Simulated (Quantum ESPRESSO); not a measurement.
Short convergence ladders for VAs₂ (Cm, 6 atoms in the cell)

```
VAs2
1.0
    4.49745    -1.63502     0.00000
    4.49745     1.63502     0.00000
   -3.71356     0.00000     6.44329
V As
2 4
Direct
  0.84857   0.84857   0.81316
  0.15463   0.15463   0.19460
  0.59591   0.59591   0.89547
  0.40409   0.40409   0.10453
  0.14758   0.14758   0.53483
  0.85242   0.85242   0.46517
```

Base method: PBEsol, SSSP 1.1.2 efficiency (PBE) pseudopotentials (plane waves; Quantum ESPRESSO).

Base settings: ecutwfc = 50 Ry; ecutrho = 400 Ry; occupations = smearing; smearing = fd; degauss = 0.0073499 Ry; input_dft = pbesol; potentials = {V: v_pbe_v1.4.uspp.F.UPF, As: As.pbe-n-rrkjus_psl.0.2.UPF}; K_POINTS = automatic 4 4 2 0 0 0; conv_thr = 1e-10 Ry; mixing_beta = 0.4.

The count of work is k-points × plane waves × bands × iterations; it is no time. Core times come from one kind of shared machine, to one figure; runs under 30 s give none.

**The plane-wave cutoff**

Moved along: ecutrho.

The second cell is the first with its lattice scaled by 0.98.

The mesh stays at the base's, so the ladder's end is converged at best in this setting alone.

Only quantities that move along the ladder and can be compared are tabulated.

| ecutwfc | free energy less the last step's (meV/atom) | energy of the compressed cell less the first (meV/atom) | pressure (GPa) | largest difference of a force vector from the last step's (eV/Å) | count of work / last |
|---|---|---|---|---|---|
| 17.5 Ry | 4806.48 | 73.14 | -187.66 | 0.225 | 0.078 |
| 22 Ry | 1028.18 | 10.54 | -55.46 | 0.201 | 0.12 |
| 28 Ry | 101.96 | 26.92 | -8.45 | 0.039 | 0.16 |
| 35 Ry | 5.45 | 24.21 | -0.84 | 0.002 | 0.20 |
| 45 Ry | 2.27 | 24.10 | -0.51 | 0.001 | 0.26 |
| 50 Ry | 1.91 | 24.07 | -0.50 | 0.001 | 0.33 |
| 100 Ry | 0.00 | 23.99 | -0.52 | 0.000 | 1.0 |

Coarsest ecutwfc that holds the pressure within 0.5 GPa of the last step, with all finer ones: 35 Ry, at 0.20 of the last step's count of work; the step before is off by 7.9 GPa.

Coarsest ecutwfc that holds the energy of the compressed cell less the first within 2 meV/atom of the last step, with all finer ones: 35 Ry, at 0.20 of the last step's count of work; the step before is off by 2.9 meV/atom.

Coarsest ecutwfc that holds the forces within 0.02 eV/Å of the last step, with all finer ones: 35 Ry, at 0.20 of the last step's count of work; the step before is off by 0.039 eV/Å.

At the lowest cutoff the pressure lies 187 GPa under the last step's, the usual sign of Pulay stress in an incomplete plane-wave basis.

**The cutoff for other potential files**

Level: DFT, PBEsol, plane waves, PseudoDojo standard norm-conserving (PBESOL) pseudopotentials.

In this ladder: ecutrho = default; input_dft = default; pseudopotentials = {V: V.upf, As: As.upf}.

The mesh stays at the base's, so the ladder's end is converged at best in this setting alone.

Only quantities that move along the ladder and can be compared are tabulated.

```csv
ecutwfc,free energy less the last step's (meV/atom),pressure (GPa),largest difference of a force vector from the last step's (eV/Å),count of work / last
38 Ry,56788.69,-1809.83,0.549,0.16
47 Ry,16134.64,-819.20,0.192,0.21
59 Ry,1603.52,-147.37,0.021,0.29
85 Ry,0.84,-1.35,0.000,0.54
128 Ry,0.00,-1.36,0.000,1.0
```

Coarsest ecutwfc that holds the free energy within 2 meV/atom of the last step, with all finer ones: 85 Ry; the step before is off by 1600 meV/atom.

Coarsest ecutwfc that holds the forces within 0.005 eV/Å of the last step, with all finer ones: 85 Ry; the step before is off by 0.021 eV/Å.

Coarsest ecutwfc that holds the pressure within 0.2 GPa of the last step, with all finer ones: 85 Ry; the step before is off by 150 GPa.

At the lowest cutoff the pressure lies 1810 GPa under the last step's, the usual sign of Pulay stress in an incomplete plane-wave basis.

**The relaxed cell against the cutoff**

On VAs₂ (C2/m, 6 atoms in the cell): atoms on their sites.

In this ladder: calculation = vc-relax; tprnfor = default; tstress = default. Moved along: ecutrho.

The mesh stays at the base's, so the ladder's end is converged at best in this setting alone.

Only quantities that move along the ladder and can be compared are tabulated.

| ecutwfc | relaxed volume (Å³/atom) | relaxation steps | core time / last (rough) |
|---|---|---|---|
| 25 Ry | 14.365 | 7 | 0.3 |
| 35 Ry | 15.644 | 7 | 0.4 |
| 50 Ry | 15.680 | 6 | 1.0 |
| 60 Ry | 15.678 | 6 | 1 |

Coarsest ecutwfc that holds the relaxed volume within 0.016 Å³/atom of the last step, with all finer ones: 50 Ry; the step before is off by 0.034 Å³/atom.

At the lowest cutoff the cell relaxes to a volume 8.4 % smaller than at the highest.

On the base run: the starting cell comes from a database of computed structures (which also holds hypothetical and non-ambient phases and stackings), without a prior relaxation at this level. Its lattice was rescaled by up to half a per cent. One atom was moved a little off its site on purpose. Spin polarisation is off, so a magnetic state, if there is one, cannot be reached. Without a gap this mesh is coarse (it stands for a supercell whose shortest vector is 13 Å).
